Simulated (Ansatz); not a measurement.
Base system: GeSb2Te4 (space group R-3m, No. 166; a = 4.2480 Å, c = 40.1920 Å (hexagonal axes)).

Level of theory: PBE-D3(BJ) in Ansatz (plane waves to 420 eV, PAW, no SOC).

For the base:

```
Item                Value
---------------  --------
Volume per atom  29.91 Å³
c/a ratio           9.461
```

Perturbation: cell and atoms relaxed at a pressure of 7.5 GPa.

### Question
What happens to the volume per atom and c/a ratio?

### Answer
The volume per atom falls by 3.48 Å³, from 29.91 Å³ to 26.43 Å³; the c/a ratio increases by 0.0681 to 9.530.

The mesh was chosen for an insulator and is coarse for the gapless case. Load acts through the strain it causes; cell and atoms are relaxed under it. Stability against distortions was not tested. No other phases were tried under pressure. The final runs are not spin-polarised. The program warned that a D3 coordination switch lies within reach, so dispersion energies are less smooth here.

Ansatz is a quantum-chemistry and plane-wave program.
